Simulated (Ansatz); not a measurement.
Given:

Host crystal: wurtzite GaN, with a band gap (PBE, scalar-relativistic without spin-orbit coupling).

End structure of Al on the (0001) surface of wurtzite GaN (2x2 N adatom at H3; a constructed slab, bottom: 3 H on 4 bottom sites), one in a cell of 36 Å², started at the site 'over Ga at depth 1.1 Å':

```
CELL_PARAMETERS angstrom
      6.43695     0.00000     0.00000
     -3.21848     5.57456     0.00000
      0.00000     0.00000    32.50000
ATOMIC_POSITIONS crystal
  N  0.33363 0.16637 0.33318
  N  0.83274 0.16638 0.33321
  N  0.33362 0.66726 0.33321
  N  0.83335 0.66665 0.33094
  Ga 0.16669 0.33331 0.35247
  Ga 0.67403 0.34816 0.35132
  Ga 0.15184 0.82597 0.35132
  Ga 0.67410 0.82590 0.35124
  N  0.16667 0.33333 0.41225
  N  0.66667 0.33333 0.41225
  N  0.16667 0.83333 0.41225
  N  0.66667 0.83333 0.41225
  Ga 0.33333 0.16667 0.43213
  Ga 0.83333 0.16667 0.43213
  Ga 0.33333 0.66667 0.43213
  Ga 0.83333 0.66667 0.43213
  N  0.33312 0.16688 0.49233
  N  0.83456 0.16848 0.49280
  N  0.33152 0.66544 0.49280
  N  0.83413 0.66587 0.49286
  Ga 0.16790 0.33210 0.51319
  Ga 0.66424 0.33217 0.51301
  Ga 0.16783 0.83576 0.51301
  Ga 0.66669 0.83331 0.51201
  N  0.16901 0.33099 0.57417
  N  0.66193 0.33092 0.57406
  N  0.16908 0.83807 0.57406
  N  0.66662 0.83338 0.57212
  Ga 0.33340 0.16660 0.59756
  Ga 0.83261 0.16542 0.59231
  Ga 0.33458 0.66739 0.59231
  Ga 0.83274 0.66726 0.59226
  N  0.33337 0.16663 0.66558
  N  0.83102 0.16212 0.65236
  N  0.33788 0.66898 0.65236
  N  0.83108 0.66892 0.65232
  Ga 0.15254 0.34746 0.67720
  Ga 0.69504 0.34756 0.67725
  Ga 0.15244 0.80496 0.67725
  Ga 0.66670 0.83330 0.67056
  H  0.33200 0.16800 0.30162
  H  0.83602 0.16807 0.30164
  H  0.33193 0.66398 0.30164
  N  0.99989 0.50011 0.71594
  Al 0.00321 0.49679 0.77207
```

Set-up: 45 atoms, 13.4 Å thick at the start with caps and adatoms under the adsorbate (thin: gaps and levels are the slab's own); mesh 4x4x1; 0.01 eV smearing; dipole correction on; 23 atoms held, the rest relaxed; symmetry of the start imposed; spin-polarised, ending with about 0.1 μB a cell, a value that depends on the mesh; orders that need a larger cell were not tried, no spin-orbit, no U, no dispersion correction. The slab shows no gap over 0.04 eV on its mesh. At the end it is bonded to N. In PBE it is, or lies within 0.03 eV of, the lowest of the starts that converged.

A negative adsorption energy means that the adsorbate is more stable on the surface than in its reference.

Question: Give the adsorption energy against an atom of fcc Al at the level PBE run with Ansatz (a program for electronic structure).

Answer: 0.000 eV

Question: Estimate the change of the step from the bottom to the top vacuum level, against the clean slab that PBE returns for this input.

Answer: -0.86 eV
